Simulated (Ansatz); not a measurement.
The parent structure is Sb in the fcc (Cu type) structure (space group Fm-3m, No. 225; a = 4.714 Å; relaxed with 0.1 eV smearing). Axes: x, y, z lie along the cube axes.

Method: PBEsol (Ansatz, a first-principles code), no spin-orbit coupling.

For the base:

```
Item                             Value
-----------------------------  -------
Shortest interatomic distance  3.334 Å
```

Modification: a pure shear with ε_xy = ε_yx = 0.0393; the atoms relax in the strained cell.

Question: How does this affect the energy relative to the base, stress and shortest interatomic distance?

Answer: The energy grows by 2.0 meV/atom; the stress (xx, yy, zz, yz, xz, xy; compression positive) is (0.8, 0.8, -0.6, 0.0, 0.0, -0.3) GPa; the shortest interatomic distance falls by 0.131 Å (3.334 Å → 3.203 Å).

Whether these cells are dynamically stable was not tested. This is not the structure that Sb has at room temperature and ambient pressure.
